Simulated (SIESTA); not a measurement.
SIESTA run on CdHClO (P6_3mc, 8 atoms in the cell): self-consistent single point.

Method of the run: GGA PBEsol with spin-orbit coupling, numerical atomic orbitals DZP, PseudoDojo PBEsol fully relativistic norm-conserving potentials (rewritten from UPF to PSML) run with SIESTA.

```yaml
crystal:
  lattice:
    - [3.70730, 0.00000, 0.00000]
    - [-1.85365, 3.21062, 0.00000]
    - [0.00000, 0.00000, 10.34244]
  atoms:
    - { symbol: Cd, position: [0.66667, 0.33333, 0.49219] }
    - { symbol: Cd, position: [0.33333, 0.66667, 0.99219] }
    - { symbol: H, position: [0.00000, 0.00000, 0.31842] }
    - { symbol: H, position: [0.00000, 0.00000, 0.81842] }
    - { symbol: Cl, position: [0.66667, 0.33333, 0.15574] }
    - { symbol: Cl, position: [0.33333, 0.66667, 0.65574] }
    - { symbol: O, position: [0.00000, 0.00000, 0.41324] }
    - { symbol: O, position: [0.00000, 0.00000, 0.91324] }
```

Reference input (self-consistent single point, DFT, GGA PBEsol, numerical atomic orbitals DZP, PseudoDojo PBEsol standard norm-conserving potentials (rewritten from UPF to PSML)): XC.functional = GGA; XC.authors = PBEsol; potentials = PseudoDojo PBEsol standard; PAO.BasisSize = DZP; PAO.EnergyShift = 0.005 Ry; MeshCutoff = 350 Ry; kgrid.MonkhorstPack = 7 7 3; OccupationFunction = FD; ElectronicTemperature = 10 K; MaxSCFIterations = 150; SCF.Mixer.Method = Broyden; SCF.Mixer.Weight = 0.1. This run's input differs from it in these lines:

```diff
@@ -1,2 +1,2 @@
-# files in the folder: Cd.psml H.psml Cl.psml O.psml (PseudoDojo PBEsol standard)
+# files in the folder: Cd.psml H.psml Cl.psml O.psml (PseudoDojo PBEsol fully relativistic)
 SystemName  CdHClO
@@ -42,2 +42,13 @@
 ElectronicTemperature        10 K
+Spin                         spin-orbit
+%block DM.InitSpin
+  1 0.00 0.00 0.00
+  2 0.00 0.00 0.00
+  3 0.00 0.00 0.00
+  4 0.00 0.00 0.00
+  5 0.00 0.00 0.00
+  6 0.00 0.00 0.00
+  7 0.00 0.00 0.00
+  8 0.00 0.00 0.00
+%endblock DM.InitSpin
```

Log, with long lists cut:

```
        iscf     Eharris(eV)        E_KS(eV)     FreeEng(eV)     dDmax    Ef(eV) dHmax(eV)
   scf:    1   -11313.051771   -11326.671240   -11326.671240  0.804338 -5.389026  9.934248
     spin moment: {S} , |S| = {    0.00000   -0.00000    0.00000 }     0.00000
   scf:    2   -11333.396405   -11330.213636   -11330.213636  0.048039 -4.289896  7.282469
     spin moment: {S} , |S| = {    0.00000   -0.00000    0.00000 }     0.00000
   scf:    3   -11334.794087   -11333.984761   -11333.984761  0.133439 -5.927820  1.541412
     spin moment: {S} , |S| = {   -0.00000   -0.00000    0.00000 }     0.00000
   [... lines left out ...]
     spin moment: {S} , |S| = {   -0.00000   -0.00000   -0.00000 }     0.00000
   scf:   16   -11334.131787   -11334.131788   -11334.131788  0.000013 -6.230414  0.000616
     spin moment: {S} , |S| = {   -0.00000    0.00000   -0.00000 }     0.00000
   scf:   17   -11334.131788   -11334.131788   -11334.131788  0.000011 -6.230457  0.000475
     spin moment: {S} , |S| = {   -0.00000    0.00000    0.00000 }     0.00000
   scf:   18   -11334.131787   -11334.131788   -11334.131788  0.000010 -6.230491  0.000356
     spin moment: {S} , |S| = {    0.00000    0.00000    0.00000 }     0.00000
SCF Convergence by DM+H criterion
max |DM_out - DM_in|         :     0.0000096087
max |H_out - H_in|      (eV) :     0.0003564034
SCF cycle converged after 18 iterations

Using DM_out to compute the final energy and forces

siesta: E_KS(eV) =           -11334.1318

siesta: E_KS - E_eggbox =    -11334.1318

siesta: Atomic forces (eV/Ang):
     1    0.000029   -0.000016   -0.041398
     2   -0.000029    0.000016   -0.041398
     3   -0.000004    0.000002   -0.728558
     4    0.000004   -0.000002   -0.728558
     5   -0.000029    0.000017   -0.122649
     6    0.000029   -0.000017   -0.122649
     7   -0.000047    0.000027    0.894977
     8    0.000047   -0.000027    0.894977
   Tot    0.000000   -0.000000    0.004746
   Max    0.894977
   Res    0.335228    sqrt( Sum f_i^2 / 3N )
   Max    0.894977    constrained

   [... lines left out ...]
siesta: FreeEng =    -11334.131788
   [... lines left out ...]
siesta:     0.020632    0.000015    0.000000
siesta:     0.000015    0.020649    0.000000
siesta:     0.000000    0.000000    0.007184

siesta: Cell volume =        123.103145 Ang**3

siesta: Pressure (static):
siesta:                Solid            Molecule  Units
siesta:          -0.00017595         -0.00023546  Ry/Bohr**3
siesta:          -0.01615502         -0.02161919  eV/Ang**3
siesta:         -25.88320032        -34.63776782  kBar
```

The run converged in 18 iterations. Against the reference run the pressure goes from -2.37 to -2.59 GPa, the largest force moves little (0.891 to 0.895 eV/Å) and the gap on the mesh goes from 2.499 to 2.478 eV. The full log also holds: “initDM: WARNING: atom 1 has a closed-shell and cannot be polarized”. The full log also holds: “initDM: WARNING: atom 2 has a closed-shell and cannot be polarized”.

The starting cell comes from a database of computed structures (which also holds hypothetical and non-ambient phases and stackings), without a prior relaxation at this level. Its lattice was rescaled by a random factor within 2.5 % of one. Values carry the incompleteness of an atom-centred basis.

Cost on one core of a shared machine: roughly 2 min.
